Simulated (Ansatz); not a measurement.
Here is the system:

```yaml
crystal:
  lattice:
    - [3.13750, 0.00000, 0.00000]
    - [0.00000, 3.13750, 0.00000]
    - [1.56875, -1.56875, 3.90969]
  atoms:
    - { symbol: Si, position: [0.33425, 0.66575, 0.33150] }
    - { symbol: Si, position: [0.66575, 0.33425, 0.66850] }
    - { symbol: W, position: [0.00000, 0.00000, 0.00000] }
```

No spin polarisation.

All numbers come from LDA (Ansatz, an electronic-structure program, PAW, no SOC). k-mesh 25×25×25 (Γ-centred); smearing 0.1 eV (Fermi–Dirac).

Question: Estimate the band gap.

Answer: Zero.

Question: What is the computed pressure (mean of the normal stresses, compression positive)?

Answer: 5.8 GPa.

Question: Predict the space group.

Answer: I4/mmm (No. 139).

The cells carry an imposed strain or load. No phonon test of stability was made. All final runs are without spin polarisation. The cell was made from WSi2 (space group I4/mmm, No. 139) by this change: biaxial strain −1.50 %, plane normal [001], relaxed out of plane.
